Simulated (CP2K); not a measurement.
Input and output of a self-consistent single point for Mg2Sn (Fm-3m, 3 atoms in the cell) (CP2K).

Method: PBEsol, GPW, DZVP-MOLOPT-SR-GTH basis, GTH-PBE potentials (GTH_POTENTIALS) (CP2K).

```yaml
crystal:
  lattice:
    - [4.78100, 0.00000, 0.00000]
    - [2.39050, 4.14047, 0.00000]
    - [2.39050, 1.38016, 3.90367]
  atoms:
    - { symbol: Mg, position: [0.25000, 0.25000, 0.25000] }
    - { symbol: Mg, position: [0.75000, 0.75000, 0.75000] }
    - { symbol: Sn, position: [0.00000, 0.00000, 0.00000] }
```

Reference input (self-consistent single point, DFT PBE, GPW, DZVP-MOLOPT-SR-GTH basis, GTH-PBE potentials (GTH_POTENTIALS)): CUTOFF = 1000 Ry; REL_CUTOFF = 40 Ry; SMEAR/METHOD = FERMI_DIRAC; ELECTRONIC_TEMPERATURE = 232.09 K; KPOINTS/SCHEME = MONKHORST-PACK 9 9 9; XC_FUNCTIONAL = PBE; Mg/BASIS_SET = DZVP-MOLOPT-SR-GTH; Mg/POTENTIAL = GTH-PBE-q10; Sn/BASIS_SET = DZVP-MOLOPT-SR-GTH; Sn/POTENTIAL = GTH-PBE-q4; METHOD = GPW; EPS_DEFAULT = 1e-10. This run's input differs from it in these lines:

```diff
@@ -43,3 +43,6 @@
     &XC
-      &XC_FUNCTIONAL PBE
+      &XC_FUNCTIONAL
+        &PBE
+          PARAMETRIZATION PBESOL
+        &END PBE
       &END XC_FUNCTIONAL
```

Log, with long lists cut:

```
 SCF WAVEFUNCTION OPTIMIZATION

  Step     Update method      Time    Convergence         Total energy    Change
     1 NoMix/Diag. 0.20E+00      -     1.65086368      -130.0942082401 -1.30E+02
     2 Broy./Diag. 0.20E+00      -     0.02186230      -129.9457762789  1.48E-01
     3 Broy./Diag. 0.20E+00      -     0.13508976      -129.8057181678  1.40E-01
     4 Broy./Diag. 0.20E+00      -     0.01390569      -129.7017210843  1.04E-01
     5 Broy./Diag. 0.20E+00      -     0.01061213      -129.7945872112 -9.29E-02
     6 Broy./Diag. 0.20E+00      -     0.00478448      -129.7909355836  3.65E-03
   [... 8 lines left out ...]
    15 Broy./Diag. 0.20E+00      -     0.00000670      -129.7648554598 -8.42E-06
    16 Broy./Diag. 0.20E+00      -     0.00000010      -129.7648549182  5.42E-07
    17 Broy./Diag. 0.20E+00      -     0.00000015      -129.7648547717  1.46E-07
    18 Broy./Diag. 0.20E+00      -     4.5969E-09      -129.7648549652 -1.93E-07
  *** SCF run converged in    18 steps ***

  Overlap energy of the core charge distribution:               0.00000000000000
  Self energy of the core charge distribution:               -300.15376854530632
  Core Hamiltonian energy:                                     87.95500409970224
  Hartree energy:                                             100.38349369715209
  Exchange-correlation energy:                                -17.94953512549229
  Electronic entropic energy:                                  -0.00004909128345
  Fermi energy:                                                 0.17662364709582

  Total energy:                                              -129.76485496522650
  Total energy (extrapolated to T->0):                       -129.76483041958477

                     Mulliken Population Analysis

   [... lines left out ...]

 STRESS| Analytical stress tensor [bar]
 STRESS|                        x                   y                   z
 STRESS|      x        2.00010450636E+04   7.94591105611E+02   5.61860123738E+02
 STRESS|      y        7.94591105611E+02   1.90849555557E+04   3.24403004568E+02
 STRESS|      z        5.61860123738E+02   3.24403004568E+02   1.88556448823E+04
 STRESS| 1/3 Trace                                             1.93138818339E+04
```

The run converged in 18 iterations. Against the reference run the pressure goes from 2.48 to 1.93 GPa and the largest force hardly changes (0.001 to 0.002 eV/Å).

The starting cell has typed, rounded lattice constants, without a prior relaxation at this level. Its lattice was rescaled by a random factor within 2.5 % of one. Values carry the incompleteness of an atom-centred basis. The potentials were made for another functional than the one used.

Cost on one core of a shared machine: roughly 80 s.
